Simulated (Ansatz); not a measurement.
# AlN: band gap against strain

AlN (wurtzite, P6_3mc, 10.645 Å³/atom at rest, c along z) under an equal strain ε along all three axes. PBE in Ansatz, a plane-wave DFT program (PAW, default set), 420 eV, 12×12×7 Γ-centred mesh, Fermi-Dirac smearing 0.05 eV; ions are relaxed within the symmetry of each cell. Gaps are the smallest over the k-mesh and a band path, without spin-orbit coupling; in all rows the valence edge lies at Γ and the conduction edge at Γ.

Here s stands for strain and Eg for gap.

| strain (%) | gap (eV) |
|---|---|
| -3.00 | ? |
| -1.80 | 4.509 |
| -1.20 | 4.348 |
| -0.60 | 4.189 |
| 0.00 | 4.034 |

The 4 complete rows are fitted with a straight line, Eg against s. Means: s -0.90000, Eg 4.2700. About the means, the sum of products is -0.47520 and the sum of squares of s is 1.8000; the slope is their ratio. Least squares gives Eg = 4.0324 - 0.26400·s. Residuals (row less fit): 0.0014, -0.0012, -0.0018, 0.0016; standard error 0.0021 (degrees of freedom: 2). Over these rows the gap moves by -26 ± 0.2 eV per unit strain, or -8.8 eV per unit of ln V.

Estimate the missing Eg (s = -3.00); what did the run itself give?

Eg = 4.0324 - 0.26400 × (-3.0) = 4.8244 eV. The calculation gives 4.840 eV, 0.0156 eV above the prediction (1.9 % of the range of Eg in the table). The row lies outside the fitted rows, so this is an extrapolation. From the scatter of the fitted rows alone, a prediction at this place has a standard error of 0.0041 eV, so the miss is 3.8 times that.

One order more, fitted to all 6 runs of the series, follows each within 0.001, so the miss is the next term of a smooth law. Other structures, which can take over under pressure, weren't tried. Rows are the converged runs of the series near zero and its far end; series whose fitted rows scatter by over a few per cent of the range, as at a crossing or softening among them, aren't shown in this form. Most that stay on the fit to the last digits aren't either.
